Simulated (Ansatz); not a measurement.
For TaCuN2 (R-3m, No. 166, 4 atoms in the cell; start mp-8927), PBEsol in Ansatz (PAW) gives:

```
Item                       Result
-------------------  ------------
lattice parameter a       3.122 Å
lattice parameter c      17.343 Å
bulk modulus B0           217 GPa
cohesive energy      6.59 eV/atom
band gap                  0.38 eV
```

Q: What does r²SCAN in Ansatz (PAW) give for the same quantities?

A: 
- lattice constant a: 3.139 Å (increases by 0.5 %)
- lattice parameter c: 17.387 Å (goes up by 0.3 %)
- bulk modulus: 218 GPa (stays essentially unchanged)
- cohesive energy: 6.06 eV/atom (falls by 0.53 eV/atom)
- band gap: 0.75 eV (grows by 0.37 eV)

Changes are worked out from the printed values.

Unless a cell is named, each level is at its own relaxed cell (PBEsol 12.20, r²SCAN 12.37 Å³/atom).

Levels without +SOC leave out spin–orbit coupling, which shifts energies and cells of such heavy elements.

Levels without +SOC have no spin–orbit coupling; where heavier elements are present it shifts gaps, mostly down, and can invert bands. Density-functional gaps are differences of (generalised) Kohn–Sham levels.

Caveats: the bulk modulus is −V dP/dV from two relaxed cells at ±2 % in volume (PBEsol, r²SCAN); the relaxation could not lower the start's symmetry, so the cell can be a saddle point above a distorted one (PBEsol, r²SCAN). Ansatz's density-functional and Hartree–Fock values are scalar-relativistic unless marked +SOC, with PAW data made under PBE.

A start named mp-… is a Materials Project structure, which need not be a measured phase.

Ansatz is a first-principles code.
